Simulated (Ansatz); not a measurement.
## Ca_Hf+V_O in monoclinic HfO2

Method: PBE, PAW (plane waves to 420 eV; Ansatz, an electronic-structure program). Cell: 96 sites, 2×2×2 repeats of a cell of 12 atoms; final energies on a 2×2×2 shifted mesh. Sites at the start: the Hf site; O(1) 2.15 Å away. Energies of charged states are corrected for periodic images (point charge plus alignment at distant sites). Dielectric constants: PBE linear response of the host. Host gap at this level: 4.04 eV. A cell of this size leaves errors of a few tenths of an eV. PBE underestimates the host's gap, which shifts levels and can delocalise carriers. Spin–orbit coupling is left out, which matters for these heavy elements. Each state is the lowest found from its start.

Formation energies E_f are given with the Fermi level at the valence-band maximum. Chemical conditions: Hf-rich (Δμ(Hf) = 0.00 eV, Δμ(O) = -5.19 eV, Δμ(Ca) = -0.70 eV, bounded by rock-salt CaO; only phases computed here count, gases as isolated molecules at 0 K); O-rich (Δμ(Hf) = -10.38 eV, Δμ(O) = 0.00 eV, Δμ(Ca) = -5.89 eV, bounded by rock-salt CaO; only phases computed here count, gases as isolated molecules at 0 K). Reference phases: Ca: fcc Ca, Hf: hcp Hf, O: O2 molecule in a box.

The name describes the start; the neighbours show where the atoms ended.

Charges with a result: +2, +1, 0. Others weren't obtained, and one of them could lie lower, also by skipping a charge.

| charge | moment (μB) | point group | largest move off a lattice site (Å) | neighbours of the last Ca atom of the defect at the end (Å) | image correction with alignment (eV) | E_f, Hf-rich (eV) | E_f, O-rich (eV) |
|---|---|---|---|---|---|---|---|
| +2† | not spin-polarised | – | 0.30 | O 2.20, O 2.21, O 2.21, O 2.32, O 2.35, O 2.37 | -0.40 | – | – |
| +1* | 1.0 | C1 | 0.30 | O 2.20, O 2.21, O 2.21, O 2.32, O 2.35, O 2.38 | – | – | – |
| 0 | not spin-polarised | C1 | 0.30 | O 2.20, O 2.21, O 2.21, O 2.32, O 2.35, O 2.37 | 0.00 | 1.70 | 1.70 |

* At this level the carrier isn't localised at the defect: at charge +1 holes occupy the valence band. Such a state is shallow or no state of the defect, and this cell gives it no level.

† Not settled in this cell, so no level is given: charge +2: a level filled in part, carriers not clearly localised, level within 0.1 eV of a band edge or past it.

Point groups are those of the whole cell at tolerances of 0.03 and 0.1 Å ("near" where only the looser one holds); none is given for unsettled states.

Flagged in the runs: a doubtful potential alignment, a host whose relaxation on this sampling wasn't shown to rest, a strain field that reaches the edge of the cell.

All states together cost around 9 core-hours (rough).
